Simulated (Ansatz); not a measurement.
Consider a periodic stack without vacuum, rock-salt TiN (1 1 0) on tetragonal HfO2 (1 0 0), 1 La on Ti sites at each interface (film strained to the substrate, started from cuts of the bulks and a machine-learned relaxation; slabs Hf16O32 and N18Ti16La2, which can lie off the formulas): substrate slab Hf16O32, film N18Ti16La2, surface cells [[0, -1], [2, 0]] and [[1, -1], [1, 2]], film strained by -2.0 and +1.2 %, outermost planes HfO/HfO and NTi/NTi as cut, which need not be the usual terminations and can put a slab off its formula. Its start:

```xyz
84
Lattice="5.2641 0.0000 -0.0282 0.0000 7.2087 0.0898 -0.1383 3.6185 26.2028" Properties=species:S:1:pos:R:3 pbc="T T T"
Hf     3.5829     2.4280     1.5044
Hf     3.3664     5.8473     1.8559
Hf     0.7894     7.5732     3.0396
Hf     0.6590     4.1494     3.1228
O      4.4628     7.5742     1.5132
O      4.6326     4.2705     1.3698
O      1.7666     6.9522     1.2454
O      2.1808     3.9601     1.8244
O      5.2390     2.2690     2.8372
O      4.7658     5.8645     3.4687
O      2.5595     1.5929     3.1438
O      2.1438     5.8721     3.5494
Hf     2.8682     1.9746     5.1483
Hf     3.1539     5.4053     5.3019
Hf     0.0920     7.5792     6.8887
Hf     0.4233     3.7400     6.7696
O      3.6457     7.3541     5.5948
O      4.2208     3.7048     4.9679
O      0.9961     7.7976     5.0908
O      1.5795     3.7308     4.9530
O      4.3056     2.1587     6.9562
O      4.6364     5.5095     7.0218
O      1.7259     2.0251     6.8634
O      2.0426     5.1586     6.9981
Hf     2.7100     1.9704     8.6970
Hf     2.9373     5.7239     8.7837
Hf     0.3421     7.3634    10.4243
Hf    -0.0026     3.8593    10.4722
O      4.0308     7.5029     8.7579
O      3.5601     3.7500     9.1572
O      1.3688     7.3087     8.5649
O      0.9302     3.2965     8.7862
O      4.6853     1.8639    10.9547
O      4.2420     5.7383    10.5831
O      2.0945     1.3808    10.5903
O      1.6244     5.5065    10.3532
Hf     2.9412     2.0266    12.4084
Hf     2.6444     5.4850    12.2810
Hf    -0.0167     7.4233    14.0169
Hf     0.3631     3.6660    13.8203
O      3.5382     7.2414    12.8591
O      4.0578     3.8915    12.3316
O      0.9046     6.7456    12.3903
O      1.4121     3.6282    12.0225
O      4.2674     9.2851    14.2328
O      4.8411     5.4410    14.5451
O      1.4635     8.9653    13.9234
O      2.1214     4.7635    14.1471
N      1.3302     3.4237    17.2253
N     -0.0886     6.0526    17.3754
N      3.2595     8.3195    17.3745
N      4.1335     3.5158    18.6657
N      2.4035     5.9020    18.7197
N      0.6345     8.3291    18.8826
N      3.2694     8.3023    20.3171
N      1.5176     3.5070    20.2609
N     -0.2224     5.8565    20.3037
N      0.6430     8.2702    21.8186
N      4.1406     3.5022    21.8000
N      2.4183     5.8245    21.8340
N     -0.2297     5.8550    23.3808
N      3.2652     8.2050    23.2902
N      1.5256     3.4659    23.3709
N      3.2260     5.8172    25.6449
N      0.7229     8.1598    24.7682
N      4.0376     3.1935    24.7187
Ti     2.3845     9.5804    18.7831
Ti     0.6348     4.7051    18.7093
Ti     4.1450     7.0720    18.7860
La     3.2535     4.8068    16.4042
Ti     1.5311     7.2055    17.5455
Ti    -0.2828     9.4640    17.5537
Ti     4.1511     7.0298    21.7563
Ti     2.4047     9.5026    21.7942
Ti     0.6510     4.6585    21.8272
Ti    -0.2541     9.5304    20.3915
Ti     3.2773     4.6841    20.2487
Ti     1.5359     7.0594    20.3471
La     0.5607     4.5556    25.5314
Ti     4.2397     7.1353    24.6681
Ti     2.3744     9.3434    24.6193
Ti     1.4660     7.0716    23.1950
Ti    -0.2288     9.4789    23.3445
Ti     3.3279     4.6372    23.3864
```

The start was prepared with a machine-learned potential, and the result is one local minimum, with the in-plane cell held and forces under 0.04 eV/Å; the film can end far from its bulk form.

Level of theory: PBE (plane waves to 420 eV, PAW; Ansatz, a quantum-chemistry and plane-wave program). No spin–orbit coupling; the runs are not spin-polarised; PBE gaps are too small against experiment. Its k-point mesh 5×4×1, Fermi–Dirac width 0.05 eV.

Task: Predict the relaxed interface.

Result: 
```
Item                                                                                        Value
--------------------------------------------------------------------------------  ---------------
interface area                                                                            38.0 Å²
period                                                                                    26.00 Å
heights between the nearest atoms of the two slabs at the two interfaces          1.29 and 1.59 Å
Hf–La contacts across the interfaces within 1.22 times the sum of covalent radii  11, mean 3.90 Å
La–O contacts across the interfaces within 1.22 times the sum of covalent radii    5, mean 2.54 Å
Hf–Ti contacts across the interfaces within 1.22 times the sum of covalent radii   4, mean 3.28 Å
Hf–N contacts across the interfaces within 1.22 times the sum of covalent radii    3, mean 2.12 Å
```
